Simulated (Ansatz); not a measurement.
## Effect of isotropic strain −3.00 % on TiO2

Start from TiO$_{2}$ in the anatase structure (space group I4_1/amd, No. 141; a = 3.7393 Å, c = 9.4551 Å).

Now apply this change: every lattice vector is shortened by 3.00 %, atoms relaxed at fixed cell.

Level of theory: Kohn–Sham DFT with the LDA functional, run in Ansatz (a first-principles code) with PAW and 420 eV plane waves, scalar-relativistic without spin-orbit coupling. Settings: 12×12×12 k-points, 0.05 eV Fermi–Dirac smearing.

| quantity | base | changed | shift |
|---|---|---|---|
| volume per atom | 11.02 Å³ | 10.06 Å³ | -0.96 Å³ |
| space group | I4_1/amd (No. 141) | I4_1/amd (No. 141) | – |
| shortest interatomic distance | 1.911 Å | 1.848 Å | -0.063 Å |
| energy relative to the base (free energy F) | 0 meV/atom | +67 meV/atom | +67 meV/atom |
| pressure (mean of the normal stresses, compression positive) | 0.00 GPa | 24.17 GPa | +24.17 GPa |
| band gap | 2.08 eV | 2.14 eV | +0.06 eV |
| smallest direct gap | 2.44 eV | 2.59 eV | +0.15 eV |
| width of the top valence band | 0.86 eV | 1.02 eV | +0.16 eV |
| largest internal atomic displacement | – | 0.030 Å | – |

Final structure:

```yaml
crystal:
  lattice:
    - [-1.81358, 1.81358, 4.58571]
    - [1.81358, -1.81358, 4.58571]
    - [1.81358, 1.81358, -4.58571]
  atoms:
    - { symbol: Ti, position: [0.75000, 0.25000, 0.50000] }
    - { symbol: Ti, position: [0.00000, 0.00000, 0.00000] }
    - { symbol: O, position: [0.53875, 0.03875, 0.50000] }
    - { symbol: O, position: [0.78875, 0.78875, 0.00000] }
    - { symbol: O, position: [0.21125, 0.21125, 0.00000] }
    - { symbol: O, position: [0.96125, 0.46125, 0.50000] }
```

Whether these cells are dynamically stable was not tested. The final runs are not spin-polarised.
